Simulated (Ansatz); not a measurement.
PrCl3 (P6₃/m, No. 176; cell taken from a computed entry), treated with LDA (Ansatz, a first-principles code, plane waves, PAW).

Numerical settings: plane-wave cutoff 500 eV, 6×6×10 k mesh (along the axes of the cell as run), Fermi–Dirac smearing 0.05 eV, spin-polarised start, scalar-relativistic PAW data made under PBE.

Computed at the level's own relaxed cell.

Give the computed volume per atom, lattice parameter a and lattice parameter c.


- volume per atom = 23.59 Å³/atom
- lattice parameter a = 7.241 Å
- lattice parameter c = 4.157 Å

Note: the magnetic order was assumed, not searched for or taken from measurement; the relaxation could not lower the start's symmetry, so the cell can be a saddle point above a distorted one; the 4f shell is treated without U or exact exchange, so its levels and filling can be wrong.

Spin–orbit coupling is not included.

The result took about 7 core-minutes (a rough figure).
